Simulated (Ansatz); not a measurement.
## Quick settings and what they miss: Zr₂InN (P6_3/mmc, 8 atoms in the cell)

Self-consistent single point.

```yaml
crystal:
  lattice:
    - [3.29120, 0.00000, 0.00000]
    - [-1.64560, 2.85026, 0.00000]
    - [0.00000, 0.00000, 14.93566]
  atoms:
    - { symbol: Zr, position: [0.66667, 0.33333, 0.91616] }
    - { symbol: Zr, position: [0.33333, 0.66667, 0.08384] }
    - { symbol: Zr, position: [0.33333, 0.66667, 0.41616] }
    - { symbol: Zr, position: [0.66667, 0.33333, 0.58384] }
    - { symbol: In, position: [0.66667, 0.33333, 0.25000] }
    - { symbol: In, position: [0.33333, 0.66667, 0.75000] }
    - { symbol: N, position: [0.00000, 0.00000, 0.00000] }
    - { symbol: N, position: [0.00000, 0.00000, 0.50000] }
```

Method: LDA (PW92), PAW files made with PBE (plane waves; Ansatz, a first-principles code).

Base settings: basis.ecutwfc = 420 eV; kpoints.mp_grid.grid = 15 15 3; hamiltonian.xc = lda; hamiltonian.pseudopotentials = {kind: paw} (the program's default PAW files); scf.occupations.method = cold; scf.occupations.width = 0.2 eV.

Tight run (finer mesh or higher cutoff; not a proven limit): basis.ecutwfc: 420 eV → 590 eV; kpoints.mp_grid.grid: 15 15 3 → 21 21 5; scf.convergence.dr2_threshold: default (1e-07 eV) → 1e-09 eV. It gave Fermi level (on the code's own zero) 14.27 eV; pressure -7.59 GPa; largest force (vector length) 0.394 eV/Å.

Quick runs, as changes from the base:
- A: the base itself
- B: basis.ecutwfc: 420 eV → 210 eV; kpoints.mp_grid.grid: 15 15 3 → 2 2 2
- C: basis.ecutwfc: 420 eV → 210 eV; kpoints.mp_grid.grid: 15 15 3 → 8 8 8
- D: basis.ecutwfc: 420 eV → 335 eV; kpoints.mp_grid.grid: 15 15 3 → 6 6 6; scf.occupations.method: cold → gaussian; scf.occupations.width: 0.2 eV → 0.136 eV

Energies are extrapolated to zero smearing width, which holds to low order in the width alone.

The count of work is k-points × plane waves × bands × iterations; it is no time. 

Pressures in the table are Ansatz's without its Pulay estimate, at a fixed set of plane waves; the tight run's value above holds the estimate.

The starting cell comes from a database of computed structures (which also holds hypothetical and non-ambient phases and stackings), without a prior relaxation at this level. Its lattice was rescaled by a random factor within 2.5 % of one. In the base run, with a pressure of about -8 GPa the cell is away from its equilibrium volume at this level.

| run | energy less tight (meV/atom) | pressure less tight (GPa) | largest miss in a force vector (eV/Å) | count of work / tight |
|---|---|---|---|---|
| A | 1.1 | -0.10 | 0.000 | 0.18 |
| B | 1377.8 | -79.75 | 0.080 | 0.0051 |
| C | 1735.5 | -78.46 | 0.591 | 0.057 |
| D | 13.0 | -1.53 | 0.038 | 0.072 |

Among the runs at the tight run's level, the energy misses run from 1.1 to 1735.5 meV/atom.

Left out of this page: 2 runs of the series unsound by tests on forces, stress, charge or solver warnings.

Keys are those of Ansatz 0.2.
